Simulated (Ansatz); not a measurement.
Cost and result by functional for the surface energy of the (31-40) surface of hcp Ru in its 1x1 cell, outermost plane spacing 0.22 Å in the ideal cut, in Ansatz (plane waves, PAW). Single points on the PBE structure, on one kind of machine; costs are rough ratios of the slab run's core time (references not counted) to the cheapest single point. r2SCAN's cost holds its higher cutoff (500 against 420 eV). Differences are taken against r2SCAN for comparison alone: no measured value is at hand, so the table doesn't rank accuracy.

Slab: 34 atoms, 10.7 Å thick at the start; k 9x4x1, smearing 0.1 eV, dipole-corrected; all atoms relaxed; held to the start's symmetry, so lower structures may exist; no spin, no spin-orbit, no U. These notes are the PBE run's.

```json
[
 {"functional": "RPBE", "relative cost": "1", "surface energy (J/m²)": "3.02", "less r2SCAN (J/m²)": "-0.52"},
 {"functional": "LDA", "relative cost": "1", "surface energy (J/m²)": "3.96", "less r2SCAN (J/m²)": "0.42"},
 {"functional": "PBEsol", "relative cost": "1", "surface energy (J/m²)": "3.77", "less r2SCAN (J/m²)": "0.23"},
 {"functional": "r2SCAN", "relative cost": "2", "surface energy (J/m²)": "3.54", "less r2SCAN (J/m²)": "0.00"},
 {"functional": "PBE (the relaxed run's value)", "relative cost": "–", "surface energy (J/m²)": "3.29", "less r2SCAN (J/m²)": "-0.24"}
]
```

The values span 0.94 J/m², while the single points' costs differ by a factor of roughly 2. Differences are of unrounded values.

Ansatz is an electronic-structure program.
